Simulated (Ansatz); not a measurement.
The parent structure is Y in the hcp (Mg type) structure (space group P6_3/mmc, No. 194; a = 3.6523 Å, c = 5.7029 Å; relaxed with 0.1 eV smearing). Axes: x lies along a and z along c of the hexagonal cell.

Method: PBE (Ansatz, an electronic-structure program), scalar-relativistic without spin-orbit coupling.

Strains are applied to the cell and any free atomic positions relax; under biaxial strain the out-of-plane vector relaxes too.

One change was made to it. Results:

The band gap stays zero; the volume per atom drops by 0.71 Å³ to 32.23 Å³.

**Question.** Which change produced these results?
(A) biaxial strain −3.00 %, plane normal [001], relaxed out of plane
(B) biaxial strain −1.00 %, plane normal [001], relaxed out of plane
(C) biaxial strain −1.50 %, plane normal [001], relaxed out of plane
(D) biaxial strain +1.00 %, plane normal [001], relaxed out of plane

**Answer.** C, biaxial strain −1.50 %, plane normal [001], relaxed out of plane. For comparison, the volume per atom in the other runs: biaxial strain +1.00 %, plane normal [001], relaxed out of plane gives 33.43 Å³; biaxial strain −3.00 %, plane normal [001], relaxed out of plane gives 31.55 Å³; biaxial strain −1.00 %, plane normal [001], relaxed out of plane gives 32.46 Å³.

Stability against distortions was not tested. The final runs are not spin-polarised.
